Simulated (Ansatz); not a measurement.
ZrTiO4 (P1, No. 1, 24 atoms in the cell; start mp-753891), treated with r²SCAN in Ansatz (PAW).

Run with plane-wave cutoff 560 eV, 8×6×4 k mesh (along the axes of the cell as run), Fermi–Dirac smearing 0.01 eV, no spin polarisation, scalar-relativistic PAW data made under PBE.

Cell (relaxed with PBEsol):

TiZrO$_{4}$ has the triclinic space group P1 (No. 1), Pearson symbol aP24. Cell: a = 4.906 Å, b = 5.353 Å, c = 9.961 Å, α = 95.17°, β = 92.31°, γ = 91.25°. Zr1 on 1a has 7 O at 2.005–2.315 Å. Zr2 on 1a sees 4 O at 2.037–2.107 Å and 3 O at 2.262–2.332 Å. Zr3 on 1a has 7 O at 2.047–2.269 Å. Zr4 on 1a has 7 O at 2.011–2.302 Å. Ti1 on 1a sees 4 O at 1.863–1.937 Å and 1 O at 2.073 Å and 1 O at 2.192 Å. Ti2 on 1a sees 5 O at 1.851–2.008 Å and 1 O at 2.186 Å. Ti3 on 1a sees 1 O at 1.818 Å and 4 O at 1.922–2.029 Å and 1 O at 2.265 Å. Ti4 on 1a has 4 O at 1.823–1.926 Å and 1 O at 2.096 Å and 1 O at 2.421 Å. 16 further independent sites are not listed. (Neighbours: up to the widest gap in distance over summed covalent radii, below 1.35, at either atom; cation-cation and far metal-metal contacts left out.)

Task: What does this level give for the band gap and Γ–Γ gap?

Result: 
band gap: 3.19 eV
Γ–Γ gap: 3.21 eV

Note: cell and atoms aren't relaxed at this level (largest force component 0.09 eV/Å, pressure 2.7 GPa).

Spin–orbit coupling is not included.

The computed numbers hold no vibrational or temperature effects.

It cost very roughly 30 core-minutes of CPU time.

A start named mp-… is a Materials Project structure, which need not be a measured phase.

Ansatz is a program for electronic structure.
